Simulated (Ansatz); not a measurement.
Worked example: self-consistent single point of LaSi₂Ag₂ (I4mm, 5 atoms in the cell) in Ansatz (a quantum-chemistry and plane-wave program).

Method of the run: LDA (PW92), default PAW files made with PBE (plane waves; Ansatz).

The change in words: lattice scaled by 0.98. Reference geometry:
```
La(SiAg)2
1.0
   -2.16323     2.16323     5.35603
    2.16323    -2.16323     5.35603
    2.16323     2.16323    -5.35603
La Si Ag
1 2 2
Direct
  0.00467   0.00467   0.00000
  0.60961   0.60961   0.00000
  0.39039   0.39039   0.00000
  0.25000   0.75000   0.50000
  0.75000   0.25000   0.50000
```

Reference input (self-consistent single point, DFT, LDA (PW92), plane waves, default PAW files made with PBE): basis.ecutwfc = 420 eV; kpoints.mp_grid.grid = 7 7 7; hamiltonian.xc = lda; hamiltonian.pseudopotentials = {kind: paw} (the program's default PAW files); scf.occupations.method = fermi_dirac; scf.occupations.width = 0.1 eV. This run's input differs from it in these lines:

```diff
@@ -3,5 +3,5 @@
   lattice:
-    - [-2.163227, 2.163227, 5.356027]
-    - [2.163227, -2.163227, 5.356027]
-    - [2.163227, 2.163227, -5.356027]
+    - [-2.119962, 2.119962, 5.248906]
+    - [2.119962, -2.119962, 5.248906]
+    - [2.119962, 2.119962, -5.248906]
   atoms:
```

Log, with long lists cut:

```
SCF iter   1: F=—  HF=-22212.453233 eV  |F-HF|=—  |Δ(HF+E_count)|=         —  Δρ=7.71e-3  dr2=4.58e-2  ethr=1.77e-3  ⟨swp⟩=6.0  Hψ=5394  notcnv=0
all-band conjugate gradients solve this SCF's bands
preconditioner: auto → Kerker (q_TF=auto, 2.508 Å⁻¹)
SCF iter   2: F=—  HF=-22212.443588 eV  |F-HF|=—  |Δ(HF+E_count)|=   9.65e-3  Δρ=3.12e-3  dr2=1.15e-2  ethr=8.03e-5  ⟨swp⟩=2.2  Hψ=2826  notcnv=0
SCF iter   3: F=—  HF=-22212.441440 eV  |F-HF|=—  |Δ(HF+E_count)|=   2.15e-3  Δρ=1.50e-3  dr2=4.13e-3  ethr=2.01e-5  ⟨swp⟩=1.4  Hψ=1415  notcnv=0
SCF iter   4: F=—  HF=-22212.440328 eV  |F-HF|=—  |Δ(HF+E_count)|=   1.11e-3  Δρ=2.88e-4  dr2=1.35e-4  ethr=7.24e-6  ⟨swp⟩=2.0  Hψ=2039  notcnv=0
SCF iter   5: F=—  HF=-22212.440290 eV  |F-HF|=—  |Δ(HF+E_count)|=   3.80e-5  Δρ=1.06e-4  dr2=1.20e-5  ethr=2.38e-7  ⟨swp⟩=2.0  Hψ=2494  notcnv=0
SCF iter   6: F=—  HF=-22212.440290 eV  |F-HF|=—  |Δ(HF+E_count)|=   1.01e-8  Δρ=2.85e-5  dr2=7.41e-7  ethr=2.11e-8  ⟨swp⟩=2.4  Hψ=2438  notcnv=0
SCF iter   7: F=-22212.440289 eV  HF=-22212.440289 eV  |F-HF|=3.63e-8  |Δ(HF+E_count)|=   1.23e-7  Δρ=7.26e-6  dr2=5.60e-8  ethr=1.75e-10  ⟨swp⟩=7.5  Hψ=6578  notcnv=0
SCF 1 converged in 7 iterations: F = -22212.440289 eV  dr2 = 5.60e-8
Free energy (F): -22212.440289 eV
Internal energy: -22212.396592 eV  (E = F + TS)
E sigma→0 (E₀):  -22212.418441 eV
Entropy (-TS):   -0.043697 eV (-8.739 meV/atom)
Fermi energy:    13.718198 eV
--- Forces (eV/Å), atoms counted from 1 ---
  atom   1  La     0.00000000     0.00000000    -0.27708074
  atom   2  Si     0.00000000    -0.00000000     0.45249273
  atom   3  Si    -0.00000000     0.00000000    -0.39915854
  atom   4  Ag    -0.00000000     0.00000000     0.11186657
  atom   5  Ag     0.00000000    -0.00000000     0.11186657
--- Stress (GPa, compression-positive) ---
       -1.634152       0.000000       0.000000
        0.000000      -1.634152       0.000000
        0.000000      -0.000000      -1.222853
  P = ⅓ Tr σ = -1.4971 GPa (-14.971 kbar)
  The stress holds the Pulay correction. Without it, at fixed plane waves, as pw.x and ABINIT print it: P = -1.5231 GPa
```

The run converged in 7 iterations. Against the reference run the free energy drops by 32.7 meV/atom, the pressure goes from -7.06 to -1.50 GPa and the largest force goes from 0.382 to 0.452 eV/Å.

The starting cell comes from a database of computed structures (which also holds hypothetical and non-ambient phases and stackings), without a prior relaxation at this level. Its lattice was rescaled by up to half a per cent. One atom was moved a little off its site on purpose. For this run, on top of that: lattice scaled by 0.98. Ansatz's pressure includes its estimate of the finite-basis (Pulay) stress.

Keys are those of Ansatz 0.2.
